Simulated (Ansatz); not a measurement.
The starting structures come from a database of crystals and need not be the phases stable at ambient conditions.

 Where the default PAW files enter, the runs use the earlier of Ansatz's two default sets.

By PBEsol, the system below comes out a metal.

Consider the following.

```yaml
crystal:
  lattice:
    - [2.42469, 0.00000, 0.00000]
    - [0.00000, 2.43854, 0.00000]
    - [0.02032, 0.00000, 4.99801]
  atoms:
    - { symbol: P, position: [0.00000, 0.00000, 0.25057] }
    - { symbol: P, position: [0.00000, 0.00000, 0.74943] }
```

Space group of this cell: P2/m. The cell is strained (lengths along the current scaled by 1.03, ions clamped); by PBEsol its mean pressure is -4.3 GPa.

The current flows along the normal of the first two printed cell vectors. No spin-orbit coupling; the value is a mean over 0.1 eV about the Fermi level.

Problem. Predict the ballistic conductance per area from PBEsol in Ansatz (a quantum-chemistry and plane-wave program).

Solution. 1.2 × 10¹⁵ S/m² for both spins.
